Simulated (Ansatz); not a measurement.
```
CELL_PARAMETERS angstrom
     11.00000     0.00000     0.00000
      0.00000    11.00000     0.00000
      0.00000     0.00000     2.56627
ATOMIC_POSITIONS crystal
  C  0.50000 0.50000 0.99370
  C  0.50000 0.50000 0.48630
```

Level of theory: PBE (plane waves to 420 eV, PAW; Ansatz, a first-principles code). Mesh 1×1×118. No spin polarisation, so a magnetic state wasn't tested. It repeats along c; a and b span vacuum. A hypothetical model. Symmetry and one short period hold its shape; lower forms weren't sought.

### Question
Tabulate the two highest filled and two lowest empty levels along the axis, from the valence top.

### Answer
```json
[
 {"k (2π/c)": "0.000", "v2 (eV)": "-5.15", "v1 (eV)": "-5.15", "c1 (eV)": "–", "c2 (eV)": "–"},
 {"k (2π/c)": "0.042", "v2 (eV)": "-5.11", "v1 (eV)": "-5.11", "c1 (eV)": "–", "c2 (eV)": "–"},
 {"k (2π/c)": "0.083", "v2 (eV)": "-5.00", "v1 (eV)": "-5.00", "c1 (eV)": "–", "c2 (eV)": "–"},
 {"k (2π/c)": "0.125", "v2 (eV)": "-4.81", "v1 (eV)": "-4.81", "c1 (eV)": "–", "c2 (eV)": "–"},
 {"k (2π/c)": "0.167", "v2 (eV)": "-4.55", "v1 (eV)": "-4.55", "c1 (eV)": "–", "c2 (eV)": "–"},
 {"k (2π/c)": "0.208", "v2 (eV)": "-4.21", "v1 (eV)": "-4.21", "c1 (eV)": "–", "c2 (eV)": "–"},
 {"k (2π/c)": "0.250", "v2 (eV)": "-3.80", "v1 (eV)": "-3.80", "c1 (eV)": "–", "c2 (eV)": "–"},
 {"k (2π/c)": "0.292", "v2 (eV)": "-3.32", "v1 (eV)": "-3.32", "c1 (eV)": "–", "c2 (eV)": "–"},
 {"k (2π/c)": "0.333", "v2 (eV)": "-2.76", "v1 (eV)": "-2.76", "c1 (eV)": "4.11", "c2 (eV)": "4.11"},
 {"k (2π/c)": "0.375", "v2 (eV)": "-2.14", "v1 (eV)": "-2.14", "c1 (eV)": "3.05", "c2 (eV)": "3.05"},
 {"k (2π/c)": "0.417", "v2 (eV)": "-1.44", "v1 (eV)": "-1.44", "c1 (eV)": "2.04", "c2 (eV)": "2.04"},
 {"k (2π/c)": "0.458", "v2 (eV)": "-0.68", "v1 (eV)": "-0.68", "c1 (eV)": "1.08", "c2 (eV)": "1.08"},
 {"k (2π/c)": "0.500", "v2 (eV)": "0.00", "v1 (eV)": "0.00", "c1 (eV)": "0.34", "c2 (eV)": "0.34"}
]
```
A dash stands for levels within 1 eV of the vacuum level or above it.
